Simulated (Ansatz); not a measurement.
**SrO: response to strain**

Base system: SrO in the rock salt structure (space group Fm-3m, No. 225; a = 5.195 Å).

Strains are applied to the cell and any free atomic positions relax.

Calculations: PBE (Ansatz, an electronic-structure program, PAW, no spin-orbit coupling).

```json
[
 {"isotropic strain (%)": "-4.77", "pressure (GPa)": "17.2"},
 {"isotropic strain (%)": "0", "pressure (GPa)": "0.0"},
 {"isotropic strain (%)": "1.33", "pressure (GPa)": "?"},
 {"isotropic strain (%)": "1.63", "pressure (GPa)": "-3.7"},
 {"isotropic strain (%)": "2.6", "pressure (GPa)": "-5.5"},
 {"isotropic strain (%)": "4.38", "pressure (GPa)": "-8.2"}
]
```

Fit P = P₀ − Bδ + Cδ² with δ = (1 + ε)³ − 1 to the rows shown and predict the withheld row.

Least squares on the printed values gives P₀ = 0.2 GPa, B = 92.5 GPa, C = 233 GPa (largest residual 0.2 GPa); this predicts -3.1 GPa, and the run gives -3.1 GPa, in agreement.

No phonon test of stability was made.
